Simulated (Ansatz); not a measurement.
The parent structure is Pt in the fcc (Cu type) structure (space group Fm-3m, No. 225; a = 3.9403 Å). Axes: x, y, z lie along the cube axes.

Method: r2SCAN (Ansatz, a first-principles code, PAW, no SOC).

Base values:

* **Pressure**: 0.0 GPa
* **Shortest interatomic distance**: 2.786 Å
* **Band gap**: zero

Modification: uniaxial strain ε_yy = +5.86 %, all other strain components held at zero; the atoms relax in the strained cell.

### Question
Estimate the effect on the pressure, energy relative to the base, shortest interatomic distance and band gap.

### Answer
The pressure (mean of the normal stresses, compression positive) goes from zero to -12.8 GPa; the energy rises by 48 meV/atom; the shortest interatomic distance is still 2.786 Å; the band gap stays zero.

Without a gap, meshes like the base's 20×20×20 leave anisotropic stresses uncertain by several tenths of a GPa, and small strain energies with them. No phonon test of stability was made. All final runs are without spin polarisation. Pt lies near a magnetic instability that expansion can trigger; it was not tested.
